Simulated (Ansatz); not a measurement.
An Ansatz (a program for electronic structure) input (r2SCAN/PAW in Ansatz, scalar-relativistic without spin-orbit coupling):

Ansatz 0.2 input:
```yaml
crystal:
  lattice:
    - [3.1313664209, 0, 0]
    - [-1.5656832105, 2.7118428691, 0]
    - [0, 0, 8.4435929129]
  atoms:
    - { symbol: C, position: [0, 0, 0.7785341881] }
    - { symbol: C, position: [0.3333333333, 0.6666666667, 0.416574659] }
    - { symbol: C, position: [0.6666666667, 0.3333333333, 0.0612486721] }
    - { symbol: Si, position: [0, 0, 0.0041040556] }
    - { symbol: Pd, position: [0.3333333333, 0.6666666667, 0.6661390913] }
    - { symbol: Pd, position: [0.6666666667, 0.3333333333, 0.3233993341] }
basis: { ecutwfc: 500, ecutrho_ratio: 4, xc_grid: 4, fft_grid_basis: typed }
kpoints: { mp_grid: { grid: [17, 17, 6] } }
hamiltonian:
  xc: r2scan
  dispersion: none
  pseudopotentials: { kind: paw }
scf: { occupations: { method: fermi_dirac, width: 0.05 }, convergence: { dr2_threshold: 0.0000000006 } }
output: { forces: true, stress: true }
checkpoint: { write: state.ck, write_every: 1000 }
```

Task: Which symmetry and how many k-points will the program report, and about how many plane waves at Γ?

Result: Space group P3m1 (ITA 156) with 6 operations, k-points 180 of 1734, and 1843 plane waves at Γ.

Each cell is one ordered arrangement of few atoms, which overstates ordering effects compared with a random alloy. No phonon test of stability was made. The final runs are not spin-polarised. The cell was made from SiC by this change: x(Pd) = 0.667, 6 atoms, P3m1.
